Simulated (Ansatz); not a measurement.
Functionals compared on the (100) surface of bcc Fe, ferromagnetic, clean 1x1 (bottom of the slab: a bare face, its two planes held), in Ansatz (plane waves, PAW). The structure was relaxed with PBE; the other rows are single points on it. Cutoff 420 eV.

Slab: 6 atoms, 7.1 Å thick at the start (thin: gaps and levels are the slab's own); k 13x13x1, smearing 0.1 eV, dipole-corrected; 2 atoms held, the rest relaxed; start symmetry kept, larger cells not searched; spin-polarised, no spin-orbit, no U. These notes are the PBE run's.

```json
[
 {"functional": "PBE", "work function of the top face (eV)": "3.93", "magnetic moment of the cell (μB)": "15.46", "rough cost of the single point": "–"},
 {"functional": "LDA", "work function of the top face (eV)": "4.31", "magnetic moment of the cell (μB)": "15.00", "rough cost of the single point": "roughly 120 core-seconds"},
 {"functional": "PBEsol", "work function of the top face (eV)": "4.01", "magnetic moment of the cell (μB)": "15.45", "rough cost of the single point": "about 60 core-seconds (a rough figure)"},
 {"functional": "RPBE", "work function of the top face (eV)": "3.75", "magnetic moment of the cell (μB)": "15.67", "rough cost of the single point": "about 70 core-seconds (a rough figure)"}
]
```

Ansatz is a program for electronic structure.
